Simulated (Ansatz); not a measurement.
NdSi (Pnma, No. 62; cell taken from a computed entry), treated with r²SCAN in Ansatz (plane waves, PAW).

Run with plane-wave cutoff 500 eV, 6×10×8 k mesh (along the axes of the cell as run), Fermi–Dirac smearing 0.05 eV, spin-polarised start, scalar-relativistic PAW data made under PBE.

Computed at the level's own relaxed cell.

Problem. What does this level give for the volume per atom?

Solution. 
volume per atom: 24.44 Å³/atom

Note: the magnetic order was assumed, not searched for or taken from measurement; the relaxation could not lower the start's symmetry, so the cell can be a saddle point above a distorted one; the 4f shell is treated without U or exact exchange, so its levels and filling can be wrong.

Spin–orbit coupling is not included.

Computed values are for the static lattice.

The result took roughly 2.1 core-hours.

Ansatz is a first-principles code.
